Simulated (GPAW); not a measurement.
Band structure of Be₂C (Fm-3m, 3 atoms in the cell).

```xyz
3
Lattice="0.0000 2.1700 2.1700 2.1700 0.0000 2.1700 2.1700 2.1700 0.0000" Properties=species:S:1:pos:R:3 pbc="T T T"
Be     1.0850     1.0850     1.0850
Be     3.2550     3.2550     3.2550
C      0.0000     0.0000     0.0000
```

Method of the run: PBE, GPAW PAW datasets PBE (gpaw-data 1.0.1) (plane waves; GPAW).

Settings: mode = pw; ecut = 950 eV; xc = PBE; kpts = 7 7 7; mesh shift (steps) = 0 0 0; occupations.name = fermi-dirac; occupations.width = 0.05 eV; nbands = -8; convergence.bands = -6; symmetry.symmorphic = false; symmetry.tolerance = 0.0005; maxiter = 120; bandpath_npoints = 40.

The starting cell has typed, rounded lattice constants, without a prior relaxation at this level.

### Question
Predict the gap along the standard path and the places of the band edges.

### Answer
The gap along the path is 1.16 eV, from Γ to X; the smallest direct gap on it is 4.09 eV.

Levels in eV from the top of the valence band on the SCF mesh, bands 1 to 8:
```csv
point,1,2,3,4,5,6,7,8
Γ,-15.02,0.00,0.00,0.00,4.09,4.09,4.09,6.64
X,-11.41,-6.76,-4.72,-4.72,1.16,5.70,13.18,13.18
W,-11.09,-6.24,-5.89,-5.89,5.71,8.07,9.49,9.49
K,-11.25,-6.83,-6.28,-3.98,3.29,8.26,11.48,11.53
L,-12.16,-8.70,-1.83,-1.83,4.99,4.99,6.92,9.77
U,-11.25,-6.83,-6.28,-3.98,3.29,8.26,11.48,11.53
```
